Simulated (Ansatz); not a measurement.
F on the 1x1 (100) surface of fcc Cu, one in a 2x2 cell: adsorption energies (eV for each) against ½ F2(g) in Ansatz (plane waves, PAW). Structures relaxed with PBE; the other functionals are single points on them, with slab and gas at the same level. No dispersion, zero-point or thermal terms. Rows are starts at which the adsorbate stayed.

Model: 17-atom slab, 5.3 Å thick at the start under the adsorbate (thin: gaps and levels are the slab's own), 6x6x1 mesh, Fermi-Dirac 0.1 eV, dipole correction, 8 atoms held, the rest relaxed; each run with such symmetry as its start has; no spin, no spin-orbit, no U, no dispersion correction.

```csv
site,PBE,RPBE,r2SCAN
top Cu,-2.44,?,-2.71
hollow Cu-Cu-Cu-Cu over Cu at depth 1.8 Å,-2.83,?,-3.22
bridge Cu-Cu (span 2.6 Å),-2.92,?,-3.28
```

Task: Complete the blanks.

Result: 
- top Cu, RPBE: -2.36
- hollow Cu-Cu-Cu-Cu over Cu at depth 1.8 Å, RPBE: -2.66
- bridge Cu-Cu (span 2.6 Å), RPBE: -2.75

RPBE moves the energies by 0.14 eV on average against PBE and puts 'bridge Cu-Cu (span 2.6 Å)' lowest, as PBE does. r2SCAN moves the energies by -0.34 eV on average against PBE and puts 'bridge Cu-Cu (span 2.6 Å)' lowest, as PBE does.

Ansatz is a program for electronic structure.
